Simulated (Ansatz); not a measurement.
Consider GaN in the zinc blende structure (space group F-43m, No. 216; a = 4.4981 Å).

Computed with PBEsol/PAW in Ansatz (an electronic-structure program), no spin-orbit coupling.

Base values:

- Lattice parameter a: 4.498 Å
- Electron mass: 0.15 mₑ (at Γ)

Now apply this change: a hydrostatic pressure of 9 GPa.

### Question
Predict the new lattice parameter a and electron mass.

### Answer
The lattice parameter a falls by 0.065 Å, from 4.498 Å to 4.433 Å; the electron mass goes from 0.15 mₑ (at Γ) to 0.18 mₑ (at Γ).

The levels and masses belong to the bands next to the band gap. Load acts through the strain it causes; cell and atoms are relaxed under it. Effective masses come from finite differences of ±0.01 Å⁻¹. Whether these cells are dynamically stable was not tested. Tetrahedral semiconductors of this kind turn to denser phases somewhere between about 1 and 50 GPa; those were not computed, so compressed cells here can lie past the real transition. This is not the structure that GaN has at room temperature and ambient pressure.
